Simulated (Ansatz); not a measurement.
Consider this model of amorphous Si30C18N16.

```xyz
64
Lattice="9.2236 0.0000 0.0000 0.0000 9.2236 0.0000 0.0000 0.0000 9.2236" Properties=species:S:1:pos:R:3 pbc="T T T"
Si     3.7203     5.5331     1.4641
Si     7.2299     0.5513     5.7298
Si     5.8774     7.5723     5.3454
Si     1.6729     5.0386     6.8086
Si     3.0112     6.1530     8.3186
Si     2.5950     0.0082     7.4731
Si     4.4819     8.0610     3.2020
Si     2.1604     8.0934     0.9854
Si     0.1991     0.4223     2.2620
Si     1.5189     6.9510     3.2958
Si     2.5943     1.4652     3.5512
Si     0.0833     4.3918     9.1264
Si     6.9826     8.0842     2.0949
Si     8.9335     4.6327     4.7691
Si     4.4515     0.4325     0.8824
Si     5.0388     4.7619     6.5153
Si     0.3787     1.0458     5.4420
Si     8.5421     8.6974     7.1565
Si     8.7374     4.7080     2.0285
Si     1.5594     1.7685     0.7784
Si     5.9922     7.5263     8.5851
Si     7.8040     5.7756     7.1210
Si     3.7768     3.6837     4.8028
Si     6.4433     5.5754     0.5087
Si     6.8674     2.0139     1.8516
Si     5.1874     1.2155     7.0566
Si     2.8402     6.9193     5.5934
Si     6.2436     4.3129     3.2587
Si     0.0287     6.8133     0.3887
Si     2.4130     4.2002     2.8597
C      0.5760     7.9078     1.9145
C      3.1883     7.1782     2.2334
C      1.3950     3.1891     7.2215
C      7.4519     4.5017     8.4841
C      1.1520     2.9565     8.5892
C      4.2517     0.7116     2.7924
C      6.5373     5.7971     5.7185
C      2.8228     2.1660     5.4484
C      6.6420     3.3013     8.1774
C      5.0966     8.1991     7.1277
C      2.7363     0.4107     0.1319
C      5.2753     1.8336     2.9291
C      6.4219     2.2901     0.0307
C      1.4075     2.4709     5.9710
C      3.6250     7.6708     7.2632
C      5.0917     2.9528     3.6995
C      0.7818     5.1530     3.2912
C      5.4002     1.4587     8.9320
N      4.1959     7.4541     4.7606
N      0.0336     5.4862     6.2436
N      3.4971     1.2678     6.4787
N      7.1792     5.0661     4.5722
N      7.7414     6.3969     1.4515
N      7.6048     3.4776     2.5338
N      0.9400     9.1080     6.8176
N      7.9954     7.3444     8.1418
N      1.6113     7.1037     8.9263
N      5.6979     8.3224     0.8832
N      7.7133     0.4913     2.1121
N      5.4095     5.0493     1.7939
N      2.2249     2.5981     2.2293
N      6.1803     7.7235     3.5164
N      1.0055     0.7102     3.8213
N      5.8664     3.1940     7.1052
```

All values below come from PBE, scalar-relativistic without spin-orbit coupling (plane waves to 420 eV, PAW; Ansatz, a quantum-chemistry and plane-wave program).

It comes from a melt-quench run on a machine-learned potential (CHGNet), relaxed afterwards by DFT. N atoms were pushed apart under 1.9 Å during the dynamics, to hinder bonds among them. The hot cell started wider than the set density and was brought back towards it in steps. It is the lowest in DFT energy of 2 quenches. It is a model cell: composition and starting density were chosen by hand, and all elements were melted together. No dispersion term was used. Its density started from a set value of 2.53 and ended at 2.71 g/cm³. Cooling (nominally 400 K/ps over its main leg) ran many orders faster than in experiment, which tends to leave more defects and strain. One small periodic cell is one sample of the glass; other quenches scatter about these values. The volume was free in the relaxation, at fixed shape. Stress components on the final sampling reach 2.2 GPa. On a 2×2×2 Γ-centred mesh force components of up to 0.44 eV/Å stay, since the relaxation ran on the zone centre alone.

Neighbours within Si-Si 2.60 Å, Si-C 2.19 Å, Si-N 2.24 Å, C-C 1.78 Å, C-N 1.76 Å, N-N 1.70 Å count as bonded. Two cations that share two anions don't count as bonded, nor two that share one unless they lie closer than Si-Si 2.38 Å, Si-C 2.00 Å, C-C 1.63 Å.

Give the coordination numbers, mean bond lengths and angles.


| Quantity | Value |
|---|---|
| Mean coordination of Si | 3.83 (6 with 3, 23 with 4, 1 with 5) |
| Mean coordination of C | 3.50 (9 with 3, 9 with 4) |
| Mean coordination of N | 3.12 (14 with 3, 2 with 4) |
| Mean Si-N bond | 1.805 Å (spread 0.094 Å, 47 counted) |
| Mean Si-C bond | 1.909 Å (spread 0.055 Å, 42 counted) |
| Mean Si-Si bond | 2.395 Å (spread 0.107 Å, 13 counted) |
| Mean C-C bond | 1.465 Å (spread 0.071 Å, 9 counted) |
| Bond angle at Si | mean 108.5°, spread 16.1° |
| Bond angle at C | mean 111.9°, spread 11.7° |
| Bond angle at N | mean 116.4°, spread 14.9° |
